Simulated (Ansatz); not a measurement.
Input and output of a relaxation of cell and atoms for Mg2Sn (Fm-3m, 3 atoms in the cell) (Ansatz, an electronic-structure program).

Method of the run: PBE (plane waves, PAW; Ansatz).

```yaml
crystal:
  lattice:
    - [0.00000, 3.38068, 3.38068]
    - [3.38068, 0.00000, 3.38068]
    - [3.38068, 3.38068, 0.00000]
  atoms:
    - { symbol: Mg, position: [0.25000, 0.25000, 0.25000] }
    - { symbol: Mg, position: [0.75000, 0.75000, 0.75000] }
    - { symbol: Sn, position: [0.00000, 0.00000, 0.00000] }
```

Reference input (self-consistent single point, DFT, PBE, plane waves, default PAW files): kpoints.mp_grid.grid = 9 9 9; hamiltonian.xc = pbe; hamiltonian.pseudopotentials = {kind: paw} (the program's default PAW files); scf.occupations.method = fermi_dirac; scf.occupations.width = 0.02 eV. This run's input differs from it in these lines:

```diff
@@ -20,2 +20,4 @@
     width: 0.02
+relax:
+  cell: {}
 output:
```

Log, with long lists cut:

```
   [... SCF lines of the steps left out ...]
relax step   1: F+E_penalty+E_count = -9872.38460873 eV  Δ(F+E_penalty+E_count) = +0.000e0 eV  max|allowed force component| = 1.503e-17 eV/Å  Δτ_max = 0.0000 Å  P = +1.038 GPa  Ω = 77.275 Å³  (6 SCF iters, dr2 threshold 1.00e-7 eV, accepted)
relax step   2: F+E_penalty+E_count = -9872.39045877 eV  Δ(F+E_penalty+E_count) = -5.850e-3 eV  max|allowed force component| = 4.934e-17 eV/Å  Δτ_max = 0.0000 Å  P = -0.094 GPa  Ω = 79.355 Å³  energy of the carried Pulay correction = -1.232e-4 eV  [...]
relax step   3: F+E_penalty+E_count = -9872.39052221 eV  Δ(F+E_penalty+E_count) = -6.344e-5 eV  max|allowed force component| = 4.318e-17 eV/Å  Δτ_max = 0.0000 Å  P = -0.003 GPa  Ω = 79.179 Å³  energy of the carried Pulay correction = -1.129e-4 eV  [...]
relax step   4: F+E_penalty+E_count = -9872.39063491 eV  Δ(F+E_penalty+E_count) = -1.127e-4 eV  max|allowed force component| = 3.084e-17 eV/Å  Δτ_max = 0.0000 Å  P = -0.004 GPa  Ω = 79.179 Å³  stress off target by 3.61e-3 GPa  SCF on the basis [...]
basis re-selected at this cell: Δ(F+E_penalty+E_count) = -1.127e-4 eV, ΔP = -0.000 GPa vs the last step
the relaxation is at rest under the 48 symmetry operations that the run kept from its start: a minimum is not shown …
Stability not checked: this state was not tested for a lower state beside it, because too few of the mixer's solves of this state at the end of the SCF gave a …
Free energy (F): -9872.390635 eV
Internal energy: -9872.390119 eV  (E = F + TS)
   [... lines left out ...]
Fermi energy:    6.714171 eV
  cell:  # Å, volume = 79.1791 Å³
   [... lines left out ...]
    - [-3.0572232197373543e-34, 3.4082146222377396, 3.4082146222377396]
    - [3.4082146222377396, 5.095372032895592e-34, 3.4082146222377396]
    - [3.4082146222377396, 3.4082146222377396, 4.076297626316473e-34]
  atoms:
    - { symbol: Mg, position: [0.25, 0.25, 0.25] }
    - { symbol: Mg, position: [0.75, 0.75, 0.75] }
    - { symbol: Sn, position: [1.2936660938165466e-34, -8.584878971198489e-35, -1.3253154172126702e-34] }
```

The run converged. 

Summary of the result:
* **Free energy E − TS (on the zero of these files)**: -9872.3906 eV
* **Fermi level (on the code's own zero)**: 6.71 eV
* **Pressure**: 0.00 GPa
* **Final cell**: a = b = c = 4.8199 Å, α = β = γ = 60.00°
* **Final volume per atom**: 26.39 Å³
* **Relaxation steps**: 4

The starting cell has typed, rounded lattice constants, without a prior relaxation at this level. Its lattice was rescaled by a random factor within 2.5 % of one. The relaxation keeps the symmetry of its start, so its end need not be a minimum. Ansatz's pressure includes its estimate of the finite-basis (Pulay) stress.

Keys are those of Ansatz 0.2.
